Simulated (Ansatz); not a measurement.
Consider CsPbCl3 in the cubic perovskite structure (space group Pm-3m, No. 221; a = 5.5209 Å). Axes: x, y, z lie along the cube axes.

Calculations: LDA/PAW in Ansatz (a program for electronic structure), no spin-orbit coupling.

Base values:

```
Quantity           Result
---------  --------------
Band gap          1.53 eV
Hole mass  0.14 mₑ (at R)
```

Modification: uniaxial strain ε_zz = +2.40 %, all other strain components held at zero; the atoms relax in the strained cell.

Q: What does the calculation give for the band gap after the change?

A: The band gap decreases by 0.015 eV (1.53 eV → 1.51 eV).

Q: What happens to the electron mass?

A: The electron mass amounts to 0.10 mₑ along z, 0.76 mₑ across (at R).

Q: Estimate the effect on the hole mass.

A: The hole mass goes from 0.14 mₑ (at R) to 0.17 mₑ along z, 0.15 mₑ across (at R).

Spin-orbit coupling, missing from the scalar runs, can matter with Pb. Effective masses come from finite differences of ±0.01 Å⁻¹. No phonon test of stability was made. Many cubic perovskites are stable only at high temperature; tilts and polar distortions were not tested. This is not the structure that CsPbCl3 has at room temperature and ambient pressure.
